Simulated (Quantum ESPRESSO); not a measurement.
A self-consistent single point of PrH₃ (I4mm, 4 atoms in the cell) with Quantum ESPRESSO.

Method: PBEsol, SSSP 1.1.2 efficiency (PBE) pseudopotentials (plane waves; Quantum ESPRESSO).

```xyz
4
Lattice="1.8585 -1.8585 3.0138 1.8585 1.8585 3.0138 -1.8585 -1.8585 3.0138" Properties=species:S:1:pos:R:3 pbc="T T T"
Pr     0.0000     0.0000     0.0500
H     -1.8585     0.0000     1.5069
H      0.0000     1.8585     1.5069
H      0.0000     0.0000     3.0138
```
Moments meant for the start (each program seeds them in its own way; μB, in the order of the atoms Pr H H H): 2.0 0.0 0.0 0.0.

Reference input (self-consistent single point, DFT, PBEsol, plane waves, SSSP 1.1.2 efficiency (PBE) pseudopotentials): ecutwfc = 55 Ry; ecutrho = 440 Ry; occupations = smearing; smearing = gaussian; degauss = 0.019992 Ry; nspin = 2; input_dft = pbesol; potentials = {Pr: Pr.GGA-PBE-paw-v1.0.UPF, H: H.pbe-rrkjus_psl.1.0.0.UPF}; K_POINTS = automatic 4 4 4 0 0 0; conv_thr = 1e-10 Ry; mixing_beta = 0.4. This run's input differs from it in these lines:

```diff
@@ -19,2 +19,3 @@
   degauss = 0.019992
+  nbnd = 8
   nspin = 2
```

The program printed (abridged):

```
     Self-consistent Calculation

     iteration #  1     ecut=    55.00 Ry     beta= 0.40

     total energy              =    -504.99938751 Ry
     estimated scf accuracy    <       0.20841225 Ry

     total magnetization       =     0.00 Bohr mag/cell
     absolute magnetization    =     0.16 Bohr mag/cell

     iteration #  2     ecut=    55.00 Ry     beta= 0.40

     total energy              =    -505.04720016 Ry
     estimated scf accuracy    <       0.06118233 Ry

     total magnetization       =     0.00 Bohr mag/cell
     absolute magnetization    =     0.20 Bohr mag/cell

     iteration #  3     ecut=    55.00 Ry     beta= 0.40

   [... lines left out ...]
     c_bands:  1 eigenvalues not converged
     c_bands:  1 eigenvalues not converged
     c_bands:  1 eigenvalues not converged
     c_bands:  1 eigenvalues not converged
     c_bands:  1 eigenvalues not converged
     c_bands:  1 eigenvalues not converged
     c_bands:  1 eigenvalues not converged
     c_bands:  1 eigenvalues not converged
     c_bands:  1 eigenvalues not converged

     total energy              =    -505.10151215 Ry
     estimated scf accuracy    <       0.00000429 Ry

     total magnetization       =    -0.00 Bohr mag/cell
     absolute magnetization    =     0.58 Bohr mag/cell
     End of self-consistent calculation

     convergence NOT achieved after 100 iterations: stopping

   JOB DONE.
```

The run ended unconverged after 100 iterations.  The full log also holds: “c_bands:  5 eigenvalues not converged”. The full log also holds: “c_bands:  4 eigenvalues not converged”.

The starting cell comes from a database of computed structures (which also holds hypothetical and non-ambient phases and stackings), without a prior relaxation at this level. Its lattice was rescaled by up to half a per cent. One atom was moved a little off its site on purpose. Spin-orbit coupling is off.

Cost on one core of a shared machine: roughly 9 min.
